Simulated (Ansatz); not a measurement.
Start from TiB2 (space group P6/mmm, No. 191; a = 3.017 Å, c = 3.185 Å). Axes: x lies along a and z along c of the hexagonal cell.

Calculations: PBEsol, PAW, 420 eV (Ansatz, a quantum-chemistry and plane-wave program; without spin-orbit coupling).

Base values:

The pressure is 0.0 GPa. The shortest interatomic distance is 174.2 pm.

It is then changed as follows: the symmetric strain tensor [0.0007 0.0140 -0.0016; 0.0140 0.0093 0.0039; -0.0016 0.0039 0.0171]; the atoms relax in the strained cell.

Predict the new pressure.

The pressure (mean of the normal stresses, compression positive) goes from zero to -6.2 GPa.

How does this affect the energy relative to the base?

The energy rises by 12 meV/atom.

What does the calculation give for the shortest interatomic distance after the change?

The shortest interatomic distance falls by 0.95 pm, from 174.2 pm to 173.3 pm.

The mesh was chosen for an insulator and is coarse for the gapless case. Without a gap, meshes like the base's 13×13×10 leave anisotropic stresses uncertain by several tenths of a GPa, and small strain energies with them. Stability against distortions was not tested. The final runs are not spin-polarised.
